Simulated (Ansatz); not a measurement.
# Effect of Ir on a In site, symmetric start on InP

Take an 8-atom supercell of InP in the zinc blende structure (space group F-43m, No. 216; a = 5.9070 Å) at its relaxed geometry as the base.

One thing is altered: a neutral Ir on a In site, symmetric start, atoms relaxed at fixed cell.

All numbers come from r2SCAN (Ansatz, a quantum-chemistry and plane-wave program; PAW; 500 eV plane waves; scalar-relativistic without spin-orbit coupling). k-mesh 4×4×4 (Γ-centred); smearing 0.01 eV (Fermi–Dirac).

| quantity | base | changed | shift |
|---|---|---|---|
| pressure | 0.0 GPa | -4.5 GPa | -4.5 GPa |
| energy gained by relaxation | – | 1.31 eV | – |
| largest displacement of a host atom from its site in the perfect cell | – | 0.27 Å | – |
| mean distance from the defect site to its nearest host atoms | 2.56 Å | 2.29 Å | -0.27 Å |

Other magnetic orders, which the real material may have, were not ruled out. In so small a cell the defect repeats every few ångströms: this is an ordered compound, not a dilute defect. A case with no gap was solved on a k-mesh chosen for an insulator, which is coarse for it. The defect started on the symmetric site and kept its symmetry, so it may sit on a saddle. Seeded moments were not kept for Ir on a In site. The defect cell is spin-polarised and ends with 0.2 μB, a fractional moment that hangs on the mesh and smearing.
